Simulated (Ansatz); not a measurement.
# NiSi (space group Pnma, No. 62; non-magnetic)

```
NiSi
1.0
    5.18989     0.00000     0.00000
    0.00000     3.35046     0.00000
    0.00000     0.00000     5.62404
Ni Si
4 4
Direct
  0.50794   0.25000   0.68823
  0.00794   0.25000   0.81177
  0.49206   0.75000   0.31177
  0.99206   0.75000   0.18823
  0.67922   0.25000   0.08277
  0.17922   0.25000   0.41723
  0.32078   0.75000   0.91723
  0.82078   0.75000   0.58277
```

Calculations: DFT with PBE, PAW potentials and a 420 eV plane-wave cutoff in Ansatz (a program for electronic structure), spin-orbit coupling left out. Γ-centred 9×14×8 mesh, Fermi–Dirac width 0.05 eV.

The volume per atom is 12.22 Å³ and the density is 5.89 g/cm³. The band gap is zero and the total energy is -3238.269 eV/atom (σ→0; compares only within this code and set-up).

Stability against distortions was not tested. Seeded moments were not kept for the base. The final runs are not spin-polarised.
